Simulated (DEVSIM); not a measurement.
Device: W/Si3N4/n-Ge capacitor, at 300 K.

| layer (left to right) | material | thickness (nm) | Nd (cm⁻³) |
|---|---|---|---|
| 1 | Si3N4 | 4.40 | - |
| 2 | Ge | 520 | 1.3e17 |

Metal gate on the left, work function 4.6 eV. Fixed charge at the semiconductor interface 4.3e10 cm⁻² (in units of +e); no interface traps.

This is a model device: material constants are rounded textbook-type values typed into the input, and sizes, dopings and lifetimes were drawn at random. Values at 300 K.

```tsv
parameter	Si3N4	Ge
gap (eV)	5.1	0.664
affinity (eV)	2.1	4
permittivity	7.5	16
Nc (cm⁻³)	-	1.04e19
Nv (cm⁻³)	-	6e18
```

Model (solved in DEVSIM): 1D Poisson equation in equilibrium, Boltzmann statistics, complete ionisation; no quantum confinement or tunnelling. Metal contacts follow the ideal Schottky-Mott rule: no Fermi-level pinning, no interface dipoles.

Tabulate band edges, carrier densities and field at 0.0 V on the gate.

Energies count from the Fermi level of the right contact; mesh points crowd at the junctions.

```json
[
 {"x (μm)": "0.000", "Ec (eV)": "2.500", "Ev (eV)": "-2.600", "n (cm⁻³)": "< 1e2", "p (cm⁻³)": "< 1e2", "field (V/cm)": "-230000"},
 {"x (μm)": "0.0007723", "Ec (eV)": "2.482", "Ev (eV)": "-2.618", "n (cm⁻³)": "< 1e2", "p (cm⁻³)": "< 1e2", "field (V/cm)": "-230000"},
 {"x (μm)": "0.001846", "Ec (eV)": "2.458", "Ev (eV)": "-2.643", "n (cm⁻³)": "< 1e2", "p (cm⁻³)": "< 1e2", "field (V/cm)": "-230000"},
 {"x (μm)": "0.003009", "Ec (eV)": "2.431", "Ev (eV)": "-2.669", "n (cm⁻³)": "< 1e2", "p (cm⁻³)": "< 1e2", "field (V/cm)": "-230000"},
 {"x (μm)": "0.004237", "Ec (eV)": "2.402", "Ev (eV)": "-2.698", "n (cm⁻³)": "< 1e2", "p (cm⁻³)": "< 1e2", "field (V/cm)": "-230000"},
 {"x (μm)": "0.005042", "Ec (eV)": "0.492", "Ev (eV)": "-0.172", "n (cm⁻³)": "5.6e10", "p (cm⁻³)": "7.8e15", "field (V/cm)": "-100000"},
 {"x (μm)": "0.006552", "Ec (eV)": "0.477", "Ev (eV)": "-0.187", "n (cm⁻³)": "1.0e11", "p (cm⁻³)": "4.3e15", "field (V/cm)": "-100000"},
 {"x (μm)": "0.01044", "Ec (eV)": "0.439", "Ev (eV)": "-0.225", "n (cm⁻³)": "4.3e11", "p (cm⁻³)": "1.0e15", "field (V/cm)": "-94000"},
 {"x (μm)": "0.01603", "Ec (eV)": "0.389", "Ev (eV)": "-0.275", "n (cm⁻³)": "3.0e12", "p (cm⁻³)": "1.4e14", "field (V/cm)": "-86000"},
 {"x (μm)": "0.02672", "Ec (eV)": "0.306", "Ev (eV)": "-0.358", "n (cm⁻³)": "7.6e13", "p (cm⁻³)": "5.8e12", "field (V/cm)": "-70000"},
 {"x (μm)": "0.04493", "Ec (eV)": "0.203", "Ev (eV)": "-0.461", "n (cm⁻³)": "4.1e15", "p (cm⁻³)": "1.1e11", "field (V/cm)": "-43000"},
 {"x (μm)": "0.09695", "Ec (eV)": "0.116", "Ev (eV)": "-0.548", "n (cm⁻³)": "1.2e17", "p (cm⁻³)": "3.8e9", "field (V/cm)": "-2300"},
 {"x (μm)": "0.1696", "Ec (eV)": "0.113", "Ev (eV)": "-0.551", "n (cm⁻³)": "1.3e17", "p (cm⁻³)": "3.4e9", "field (V/cm)": "-10"},
 {"x (μm)": "0.2974", "Ec (eV)": "0.113", "Ev (eV)": "-0.551", "n (cm⁻³)": "1.3e17", "p (cm⁻³)": "3.4e9", "field (V/cm)": "≈ 0"},
 {"x (μm)": "0.4206", "Ec (eV)": "0.113", "Ev (eV)": "-0.551", "n (cm⁻³)": "1.3e17", "p (cm⁻³)": "3.4e9", "field (V/cm)": "≈ 0"},
 {"x (μm)": "0.4664", "Ec (eV)": "0.113", "Ev (eV)": "-0.551", "n (cm⁻³)": "1.3e17", "p (cm⁻³)": "3.4e9", "field (V/cm)": "≈ 0"},
 {"x (μm)": "0.4933", "Ec (eV)": "0.113", "Ev (eV)": "-0.551", "n (cm⁻³)": "1.3e17", "p (cm⁻³)": "3.4e9", "field (V/cm)": "≈ 0"},
 {"x (μm)": "0.5074", "Ec (eV)": "0.113", "Ev (eV)": "-0.551", "n (cm⁻³)": "1.3e17", "p (cm⁻³)": "3.4e9", "field (V/cm)": "≈ 0"},
 {"x (μm)": "0.5175", "Ec (eV)": "0.113", "Ev (eV)": "-0.551", "n (cm⁻³)": "1.3e17", "p (cm⁻³)": "3.4e9", "field (V/cm)": "≈ 0"},
 {"x (μm)": "0.5210", "Ec (eV)": "0.113", "Ev (eV)": "-0.551", "n (cm⁻³)": "1.3e17", "p (cm⁻³)": "3.4e9", "field (V/cm)": "≈ 0"},
 {"x (μm)": "0.5231", "Ec (eV)": "0.113", "Ev (eV)": "-0.551", "n (cm⁻³)": "1.3e17", "p (cm⁻³)": "3.4e9", "field (V/cm)": "≈ 0"},
 {"x (μm)": "0.5244", "Ec (eV)": "0.113", "Ev (eV)": "-0.551", "n (cm⁻³)": "1.3e17", "p (cm⁻³)": "3.4e9", "field (V/cm)": "≈ 0"}
]
```
